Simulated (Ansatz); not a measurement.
ScCu (Pm-3m): band-structure transport figures

Consider the following.

```
CELL_PARAMETERS angstrom
      3.20867     0.00000     0.00000
      0.00000     3.20867     0.00000
      0.00000     0.00000     3.20867
ATOMIC_POSITIONS crystal
  Sc 0.50000 0.50000 0.50000
  Cu 0.00000 0.00000 0.00000
```

The numbers are results of PBEsol, rigid bands (plane waves, PAW, scalar-relativistic; Ansatz, a first-principles code), not measurements. Geometry: cell and atoms relaxed with PBEsol.

```yaml
density of states at the Fermi level: 1.25 states/(eV·cell), both spins
bare Sommerfeld coefficient: 1.48 mJ/(mol of atoms·K²)
drude_plasma_energy: 5.2 eV
root-mean-square Fermi velocity: 5.3e5 m/s
resistivity times τ: 17.8 ×10⁻²² Ω·m·s
```

A metal at this level (no band gap); rigid bands, thermally averaged at 300 K, both spins. Spin-orbit coupling is left out. τ is one relaxation time for all states.

Formula and space group known from diffraction (Crystallography Open Database), not checked to be the room-temperature form: ScCu (Pm-3m).
